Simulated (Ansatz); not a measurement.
Defect migration in monoclinic HfO2: La-vacancy pair (La on one host Hf site, one O site vacant), charge state +1. The step: a nearby O atom hops onto the vacant site (La-vacancy distance between ideal sites 2.05 → 3.82 Å); the atom moves 2.06 Å along (-0.05, -0.12, -0.37) of the unit cell; the moving atom starts with neighbours Hf at 2.06, Hf at 2.08, Hf at 2.28; O at 2.58, O at 2.67 Å and ends with Hf at 2.04, Hf at 2.08; La at 2.31; O at 2.43 Å. A PBE band in Ansatz (plane-wave PAW, the Γ point alone, 96 host sites, 27 SCF runs with any check of the saddle's order, static, no finite-size correction) gives a forward barrier of 0.52 eV. The saddle point's order was not checked. The charge state is imposed; whether it is stable for some Fermi level was not computed. Forms of the defect that were not tried may lie lower. The start lies 0.066 eV above the lowest site run (PBE).

Single points at the band's start and saddle point can refine it. Rough cost of one point, in units of the band's mean SCF on the same machine:

```json
[
 {"Level": "PBE, a 2×2×2 k-point mesh shifted by half a step", "Cost of one point": "about 9"},
 {"Level": "r2SCAN at 500 eV, the Γ point alone", "Cost of one point": "about 2"}
]
```

Task: Which of these move the barrier by more than 0.1 eV, and how far does each move it?

Result: Not one does. PBE, a 2×2×2 k-point mesh shifted by half a step: -0.01 eV; r2SCAN at 500 eV, the Γ point alone: +0.03 eV. Each functional is compared with PBE at the same k-points.

Ansatz is a first-principles code.
